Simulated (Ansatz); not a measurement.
Start from Pt in the fcc (Cu type) structure (space group Fm-3m, No. 225; a = 3.942 Å; relaxed with 0.1 eV smearing). Axes: x, y, z lie along the cube axes.

Level of theory: r2SCAN/PAW in Ansatz (a quantum-chemistry and plane-wave program), no spin-orbit coupling, earlier PAW set.

Strains are applied to the cell and any free atomic positions relax; under biaxial strain the out-of-plane vector relaxes too.

One change was made to it. Results:

```json
[
 {"quantity": "energy relative to the base (free energy F)", "base": "0 meV/atom", "after": "+17 meV/atom"},
 {"quantity": "pressure", "base": "0.0 GPa", "after": "-8.9 GPa"}
]
```

**Question.** Name the change that was made.
(A) biaxial strain +2.39 %, plane normal [110], relaxed out of plane
(B) uniaxial strain ε_yy = +5.45 %
(C) uniaxial strain ε_zz = +4.75 %
(D) isotropic strain +1.23 %
(E) biaxial strain +4.86 %, plane normal [111], relaxed out of plane

**Answer.** D, isotropic strain +1.23 %. For comparison, the energy relative to the base in the other runs: uniaxial strain ε_zz = +4.75 % gives +32 meV/atom; uniaxial strain ε_yy = +5.45 % gives +42 meV/atom; biaxial strain +2.39 %, plane normal [110], relaxed out of plane gives +18 meV/atom; biaxial strain +4.86 %, plane normal [111], relaxed out of plane gives +59 meV/atom.

A biaxial case was relaxed in a doubled cell and then solved in the primitive one. Whether these cells are dynamically stable was not tested. The final runs are not spin-polarised. Pt lies near a magnetic instability that expansion can trigger; it was not tested.
